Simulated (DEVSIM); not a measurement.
System: n-channel Si fully depleted SOI MOSFET with HfO2, at 300 K.

```yaml
gate_length: 25 nm
source_drain_length: 20 nm
dielectric_thickness: 4.2 nm
lateral_straggle: 1.7 nm
underlap: 0 nm
body_thickness: 8.3 nm
buried_oxide: 25 nm
gate_work_function: 4.36 eV
source_and_drain_doping: 8.3e19 cm⁻³, Gaussian tails under the gate
body_doping: 6e16 cm⁻³
lifetime: 4e-8 s
supply: 0.7 V
back_work_function: 4.85 eV
```

All mobilities are scaled by 1; velocity saturation, μ/(1 + (μE/vsat)^b)^(1/b) with b = 2 for electrons and 1 for holes and E the electric field along each mesh edge, is on. Mobility is μmin + (μ − μmin)/(1 + (N/Nref)^α).

The device is made up for the run: typed textbook-type constants, with dimensions and the other settings drawn at random. Values at 300 K.

Si: gap (eV) 1.124, affinity (eV) 4.05, permittivity 11.7, Nc (cm⁻³) 2.86e19, Nv (cm⁻³) 3.1e19, μn (cm²/Vs) 1417, μp (cm²/Vs) 470, μn,min 52, μp,min 45, Nref,n 9.7e16, Nref,p 2.2e17, αn 0.68, αp 0.72, vsat,n (cm/s) 1e7, vsat,p (cm/s) 8.4e6. HfO2: gap (eV) 5.7, affinity (eV) 2.5, permittivity 22. SiO2: gap (eV) 9, affinity (eV) 0.9, permittivity 3.9.

Model (solved in DEVSIM): 2D drift-diffusion, Boltzmann statistics, complete ionisation; no quantum confinement, tunnelling, impact ionisation, self-heating, contact resistance or fringe fields beside the gate. Metal contacts follow the ideal Schottky-Mott rule: no Fermi-level pinning, no interface dipoles.

Transfer curves, |Id| in μA/μm:

| Vg (V) | Vd = 0.05 V | Vd = 0.7 V |
|---|---|---|
| -0.21 | 0.03986 | 2.595 |
| -0.175 | 0.07433 | 4.460 |
| -0.14 | 0.1381 | 7.468 |
| -0.105 | 0.2554 | 12.04 |
| -0.07 | 0.4699 | 18.62 |
| -0.035 | 0.8592 | 27.68 |
| 0 | 1.558 | 39.72 |
| 0.035 | 2.796 | 55.20 |
| 0.07 | 4.948 | 74.55 |
| 0.105 | 8.602 | 98.22 |
| 0.14 | 14.62 | 126.8 |
| 0.175 | 24.16 | 161.1 |
| 0.21 | 38.60 | 202.1 |
| 0.245 | 59.18 | 250.7 |
| 0.28 | 86.37 | 307.2 |
| 0.315 | 119.5 | 371.4 |
| 0.35 | 156.7 | 442.9 |
| 0.385 | 195.5 | 521.3 |
| 0.42 | 233.4 | 605.8 |
| 0.455 | 268.9 | 695.9 |
| 0.49 | 300.9 | 790.7 |
| 0.525 | 329.4 | 889.6 |
| 0.56 | 354.5 | 992.1 |
| 0.595 | 376.5 | 1097 |
| 0.63 | 396.0 | 1206 |
| 0.665 | 413.2 | 1316 |
| 0.7 | 428.5 | 1428 |

Q: Work out the subthreshold swing at low drain bias from the rows at -0.21 and -0.175 V, and compare it with the thermal limit.

A: log10(0.07433/0.03986) = 0.271 over 35.0 mV, so S = 129 mV/decade. The limit kT/q ln 10 is 59.5 mV/decade; the ratio is 2.17. This is the steepest step of the table.

Q: Give the natural length λ = √(ε_body t_body t_ox / (ε_ox)) and the gate length in units of it.

A: λ = 4.31 nm and L/λ = 5.8. The formula is that for thin layers, and L is the gate's length, not the shorter one between the doping tails.

Source and drain are degenerate, where Boltzmann statistics are only rough. The electric field that drives the saturation includes the junctions' built-in field, which lowers the mobility there even at small currents: subthreshold currents come out too low, a known weakness of this choice.
